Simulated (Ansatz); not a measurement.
The reference is HfN in the rock salt structure (space group Fm-3m, No. 225; relaxed with 0.1 eV smearing).

```
CELL_PARAMETERS angstrom
      0.00000     2.25092     2.25092
      2.25092     0.00000     2.25092
      2.25092     2.25092     0.00000
ATOMIC_POSITIONS crystal
  N  0.00000 0.00000 0.00000
  Hf 0.50000 0.50000 0.50000
```

Cartesian axes are those of the cell as printed.

The values are results of plane-wave PAW DFT at the PBEsol level (Ansatz, an electronic-structure program, 420 eV), no spin-orbit coupling, not measurements.

Strains are applied to the cell and any free atomic positions relax; under biaxial strain the out-of-plane vector relaxes too; under stress the whole cell relaxes.

One change was made to it. Results:

| quantity | base | after |
|---|---|---|
| energy relative to the base (free energy F) | 0 meV/atom | +1.6 meV/atom |
| shortest interatomic distance | 2.251 Å | 2.248 Å |

Problem. Which change produced these results?
(A) biaxial strain −1.11 %, plane normal [001], relaxed out of plane
(B) uniaxial stress, 5 GPa tension along x
(C) tensor shear ε_xz = −1.35 %
(D) biaxial strain −3.87 %, plane normal [001], relaxed out of plane
(E) biaxial strain −3.00 %, plane normal [001], relaxed out of plane

Solution. B, uniaxial stress, 5 GPa tension along x. For comparison, the energy relative to the base in the other runs: tensor shear ε_xz = −1.35 % gives +3.2 meV/atom; biaxial strain −1.11 %, plane normal [001], relaxed out of plane gives +6.4 meV/atom; biaxial strain −3.00 %, plane normal [001], relaxed out of plane gives +51 meV/atom; biaxial strain −3.87 %, plane normal [001], relaxed out of plane gives +87 meV/atom.

Beyond what the load breaks, stability against distortions was not tested. The final runs are not spin-polarised. An odd electron count without spin: HfN.
